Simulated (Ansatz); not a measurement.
For SiSn (model structure, started from the CsCl type, Pm-3m, No. 221, 2 atoms in the cell), PBEsol (Ansatz, an electronic-structure program, PAW) gives:

- lattice parameter a: 3.445 Å
- cohesive energy: 3.86 eV/atom

Problem. What does PBE-D3(BJ) (plane waves, PAW; Ansatz) give for the same quantities?

Solution. 
- lattice constant a: 3.443 Å (stays essentially unchanged)
- cohesive energy: 3.78 eV/atom (drops by 0.08 eV/atom)

Changes are worked out from the printed values.

Unless a cell is named, each level is at its own relaxed cell (PBEsol 20.44, PBE-D3(BJ) 20.41 Å³/atom).

Levels without +SOC leave out spin–orbit coupling, which shifts energies and cells of such heavy elements.

Caveats: a distance lies near a switch of the dispersion term, which can move the cell (PBE-D3(BJ)). Ansatz's density-functional and Hartree–Fock values are scalar-relativistic unless marked +SOC, with PAW data made under PBE.

A model structure was made by putting elements into a prototype or built by hand; it is no filed structure, need not be a known phase, and can be a saddle point held by its symmetry.
